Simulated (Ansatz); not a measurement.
Consider MgO in the rock salt structure (space group Fm-3m, No. 225; a = 4.208 Å). Axes: x, y, z lie along the cube axes.

The values are results of Ansatz (an electronic-structure program) r2SCAN, spin-orbit coupling left out, earlier PAW set, not measurements.

A first run, uniaxial strain ε_zz = +2.37 %, gives secant values C11 ≈ 270 GPa and C12 ≈ 90 GPa from its stress. A second run applies isotropic strain −0.63 %.

What does linear elasticity predict for the bulk modulus −ΔP/(ΔV/V₀) in the second run, and what does the run give?

Linear elasticity: (C11 + 2 C12)/3 = 150 GPa. The run gives 170 GPa; any difference comes from nonlinear terms at these strains and numerical noise.

Whether these cells are dynamically stable was not tested.
